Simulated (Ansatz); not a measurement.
Input:

```
CELL_PARAMETERS angstrom
      4.50456     0.00000     0.00000
     -2.25228     3.90106     0.00000
      0.00000     0.00000     7.35337
ATOMIC_POSITIONS crystal
  Cd 0.66667 0.33333 0.00061
  Cd 0.33333 0.66667 0.50061
  Se 0.66667 0.33333 0.62459
  Se 0.33333 0.66667 0.12459
```

No spin polarisation.

Method: PBE in Ansatz (plane waves to 420 eV, PAW, no spin-orbit coupling). k-mesh 9×9×5 (Γ-centred); smearing 0.05 eV (Fermi–Dirac).

### Question
Predict the band gap, gap character and space group.

### Answer
* **Band gap**: 0.37 eV
* **Gap character**: direct at Γ
* **Space group**: P6_3mc (No. 186)

The cells carry an imposed strain or load. Whether these cells are dynamically stable was not tested. The cell was made from CdSe in the wurtzite structure (space group P6_3mc, No. 186) by this change: isotropic strain +2.78 %.

Ansatz is a program for electronic structure.
